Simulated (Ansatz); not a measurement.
# CdSe under load (space group P6_3mc): band-edge transport data

Consider the following.

```xyz
4
Lattice="4.3770 0.0000 0.0000 -2.1885 3.7906 0.0000 0.0000 0.0000 6.9098" Properties=species:S:1:pos:R:3 pbc="T T T"
Cd     0.0000     2.5271    -0.0275
Cd     2.1885     1.2635     3.4274
Se     0.0000     2.5271     2.6187
Se     2.1885     1.2635     6.0736
```

Computed with r2SCAN with spin-orbit coupling, rigid bands (plane waves, PAW; Ansatz, a program for electronic structure). Condition of this run: biaxial stress in the c plane of -1.4 GPa (compression positive) (the target of the relaxation). Geometry: cell and atoms relaxed with PBEsol, then loaded as said.

The band gap is 1.01 eV and the electron conductivity mass (300 K, dilute) comes out as 0.110 (x), 0.110 (y), 0.104 (z) mₑ. The hole conductivity mass (300 K, dilute) comes out as 1.22 (x), 1.22 (y), 0.50 (z) mₑ and the effective density of states N_c (300 K) is 8.4e17 cm⁻³. The effective density of states N_v (300 K) is 1.8e19 cm⁻³ and the density-of-states mass, electrons is 0.104 mₑ. The density-of-states mass, holes is 0.80 mₑ and the Seebeck coefficient, n-type 1e19 cm⁻³, 300 K is -69 μV/K. The Seebeck coefficient, p-type 1e19 cm⁻³, 300 K is 300 μV/K and the best p-type power factor at 300 K for τ = 10 fs (best axis; densities from 1e16 to 1e21 cm⁻³ tried, whether or not they can be reached) is 5.3 μW/(cm·K²) at 1e20 cm⁻³.

Rigid bands; masses and Seebeck coefficients take one relaxation time τ for all states and one kind of carrier; polarons and phonon drag are left out. Geometry: cell and atoms relaxed with PBEsol.
